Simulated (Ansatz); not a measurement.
**GaN (model structure, started from the BeO type, P4₂/mnm, No. 136, 8 atoms in the cell)**

The numbers are results of HSE06 (plane waves, PAW; Ansatz, a first-principles code), not measurements.

Run with plane-wave cutoff 460 eV, 4×4×8 k mesh (along the axes of the cell as run), Fermi–Dirac smearing 0.01 eV, scalar-relativistic PAW data made under PBE.

Cell (relaxed with PBEsol):

```
GaN
1.0
    5.47006     0.00000     0.00000
    0.00000     5.47006     0.00000
    0.00000     0.00000     3.18300
Ga N
4 4
Cartesian
  1.75378   3.71627   0.00000
  3.71627   1.75378   0.00000
  4.48881   4.48881   1.59150
  0.98124   0.98124   1.59150
  1.73677   1.73677   0.00000
  3.73329   3.73329   0.00000
  0.99826   4.47180   1.59150
  4.47180   0.99826   1.59150
```

* **band gap**: 3.18 eV
* **smallest direct gap on the k points sampled**: 3.19 eV

Note: the relaxation could raise the start's symmetry but not lower it, so the cell can be a saddle point; cell and atoms aren't relaxed at this level.

Spin–orbit coupling is not included.

The computed numbers hold no vibrational or temperature effects.

Computing time: very roughly 4 core-minutes.

A model structure was made by putting elements into a prototype or built by hand; it is no filed structure, need not be a known phase, and can be a saddle point held by its symmetry.
